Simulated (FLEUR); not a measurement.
Input and output of a self-consistent single point for Be3N2 (R3m, 5 atoms in the cell) (FLEUR).

Method: FLEUR with PBEsol, all-electron FLAPW (FLEUR), scalar-relativistic valence.

```
Be3N2
1.0
    1.41980     0.81973     4.86622
   -1.41980     0.81973     4.86622
    0.00000    -1.63945     4.86622
Be N
3 2
Direct
  0.85900   0.85900   0.85900
  0.31769   0.31769   0.31769
  0.08881   0.08881   0.08881
  0.20416   0.20416   0.20416
  0.70844   0.70844   0.70844
```

Reference input (self-consistent single point, DFT, LDA (Perdew-Zunger), all-electron FLAPW (FLEUR), scalar-relativistic valence): Kmax = 4.1 1/bohr; GmaxXC = 16.4 1/bohr; xcFunctional = pz; jspins = 1; l_soc = F; mode = hist; fermiSmearingEnergy = 0.0001 Htr; mesh (inpgen div1-3) = 9 9 9; inpgen gamma flag = false; Gmax = 16.4 1/bohr; numbands = 0; maxIterBroyd = 40. This run's input differs from it in these lines:

```diff
@@ -17,3 +17,3 @@
 &comp jspins=1 /
-&exco xctyp='pz' /
+&exco xctyp='PBEs' /
 &kpt div1=9 div2=9 div3=9 /
@@ -30,3 +30,3 @@
       <coreElectrons ctail="T" frcor="F" kcrel="0" coretail_lmax="0"/>
-      <xcFunctional name="pz" relativisticCorrections="F"/>
+      <xcFunctional name="PBEs" relativisticCorrections="F"/>
       <magnetism jspins="1"/>
```

The program printed (abridged):

```
 Iteration:     1   Distance:      24.27533532 me/bohr^3
 Iteration:     2   Distance:      21.54526131 me/bohr^3
 Iteration:     3   Distance:       8.88216185 me/bohr^3
 Iteration:     4   Distance:       4.40194033 me/bohr^3
 Iteration:     5   Distance:       0.96606912 me/bohr^3
   [... 7 lines left out ...]
 Iteration:    13   Distance:       0.00037152 me/bohr^3
 Iteration:    14   Distance:       0.00043510 me/bohr^3
 Iteration:    15   Distance:       0.00003090 me/bohr^3
 Iteration:    16   Distance:       0.00000391 me/bohr^3
 Reset of history
 Run finished successfully
 Stop message:
   Structural relaxation: new displacements generated

[file out, last iteration]
             iter=     17
[...]
          total density-effective poten   -2.2563578497E+02
          total charge density-energy d   -2.1951723254E+01
 Updated energy parameters for spin:           1
[...]
 fermi energy and band-weighting factors:

[...]
FERMIE:
          first approx. to ef    (T=0)  :   0.264376 htr   (energy of the highest occ. eigenvalue)
          number of occ. states  (T=0)  :        680
          first approx. to seigv (T=0)  :   0.578519 htr
          sum of weights of occ. states :   8.000000
          sum of semicore charge        :   0.000000 e
FERHIS:  Fermi-Energy by histogram:
          bandgap                     :   0.104861 htr
   [... lines left out ...]
          charge neutrality (T=0)     :   0.000000    (zero if the highest occ. eigenvalue is "entirely" occupied)
 Direct bandgap for spin            1 :   0.14730131223490670       Htr
 ---->    free energy=                      -153.3435199553 htr
   [... lines left out ...]
 TOTAL FORCE FOR ATOM TYPE=  3  X=  0.000   Y=  0.000   Z=  2.450
                       FX_TOT= 0.000000 FY_TOT= 0.000000 FZ_TOT= 0.000694
 TOTAL FORCE FOR ATOM TYPE=  4  X=  0.000   Y=  0.000   Z=  5.632
                       FX_TOT= 0.000000 FY_TOT= 0.000000 FZ_TOT= 0.000161
 TOTAL FORCE FOR ATOM TYPE=  5  X=  0.000   Y=  0.000   Z= -8.043
                       FX_TOT= 0.000000 FY_TOT= 0.000000 FZ_TOT=-0.000425
```

The run converged in 16 iterations. FLEUR gives forces in its relaxation mode, with a further iteration, so its stop message speaks of a relaxation. Against the reference run the largest force moves little (0.040 to 0.043 eV/Å) and the gap on the mesh goes from 2.899 to 2.853 eV.

The starting cell comes from a database of computed structures (which also holds hypothetical and non-ambient phases and stackings), without a prior relaxation at this level. Values depend on the basis (sphere radii, cutoffs, local orbitals), which need not be converged.

Cost on one core of a shared machine: roughly 2 min.
